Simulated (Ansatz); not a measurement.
# Hf in the hcp (Mg type) structure (space group P6_3/mmc, No. 194)

```yaml
crystal:
  lattice:
    - [3.20423, 0.00000, 0.00000]
    - [-1.60212, 2.77495, 0.00000]
    - [0.00000, 0.00000, 5.06913]
  atoms:
    - { symbol: Hf, position: [0.33333, 0.66667, 0.75000] }
    - { symbol: Hf, position: [0.66667, 0.33333, 0.25000] }
```

Method: PBE in Ansatz (plane waves to 420 eV, PAW, spin-orbit coupling left out). Γ-centred 17×17×9 mesh, Fermi–Dirac width 0.05 eV.

```yaml
volume_per_atom: 22.54 Å³
density: 13.15 g/cm³
band_gap: zero
total_energy: -15721.363 eV/atom (σ→0; compares only within this code and set-up)
```

No phonon test of stability was made. The final runs are not spin-polarised.

Ansatz is a quantum-chemistry and plane-wave program.
